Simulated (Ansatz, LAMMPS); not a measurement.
**Σ57 (227) [1-10] symmetric tilt, annealed from start 1, in Ge (diamond structure)**

Cell 30.75 × 16.29 × 26.50 Å, Ge544, 544 atoms. Prepared with LAMMPS with Tersoff's 1989 multicomponent potential (SiCGe.tersoff): 40 ps at 1300 K, cooling over 40 ps and minimisation with the cell free along the normal, at the potential's lattice parameter; then scaled to the PBE one. 

That structure was relaxed on with PBE, support functions at accuracy medium on the grid of 370 eV (Ansatz, a quantum-chemistry and plane-wave program). Basis: localised support functions (accuracy medium) on a full density matrix. k-points: zone centre alone; occupations: Fermi-Dirac, 0.020 eV; spin polarisation not allowed. No spin-orbit coupling.

Geometry partly relaxed: the largest remaining force component is 0.663 eV/Å.

**Question.** What does DFT change in the classical structure?

**Answer.** The energy falls by 10.8 meV an atom over 14 steps; atoms move by 0.168 Å root mean square, 1.50 Å at most.
```json
[
 {"quantity": "2-fold atoms (%)", "classical minimum": "0.0", "after DFT steps": "0.2"},
 {"quantity": "3-fold atoms (%)", "classical minimum": "1.1", "after DFT steps": "1.7"},
 {"quantity": "4-fold atoms (%)", "classical minimum": "94.1", "after DFT steps": "94.3"},
 {"quantity": "5-fold atoms (%)", "classical minimum": "4.8", "after DFT steps": "3.9"},
 {"quantity": "spread of bond angles (°)", "classical minimum": "9.3", "after DFT steps": "9.3"},
 {"quantity": "energy over the crystal(s), each by its own level (eV/atom)", "classical minimum": "0.130", "after DFT steps": "0.080"}
]
```
